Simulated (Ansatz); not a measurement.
Ag₂S (Cmcm, No. 63, 12 atoms in the cell; start mp-1102900; a measured phase of this formula has another space group)

Calculation: LDA (Ansatz, an electronic-structure program, plane waves, PAW).

Settings: plane-wave cutoff 500 eV, 10×6×6 k mesh (along the axes of the cell as run), gaussian smearing 0.02 eV, no spin polarisation, scalar-relativistic PAW data made under PBE.

Cell (relaxed at this level):

Space group Cmcm (No. 63); a = 4.644 Å, b = 6.765 Å, c = 6.971 Å, α = β = γ = 90.00°

```csv
atom,site,symmetry,x,y,z
Ag,4b,2/m..,0.0000,0.5000,0.0000
Ag,4c,m2m,0.0000,0.1233,0.2500
S,4c,m2m,0.0000,0.7394,0.2500
```

```yaml
band_gap: 0.62 eV (on the SCF k mesh)
```

Note: the relaxation could not lower the start's symmetry, so the cell can be a saddle point above a distorted one.

Spin–orbit coupling is not included.

Computed values are for the static lattice.

Computing time: very roughly 21 core-minutes.

A start named mp-… is a Materials Project structure, which need not be a measured phase.
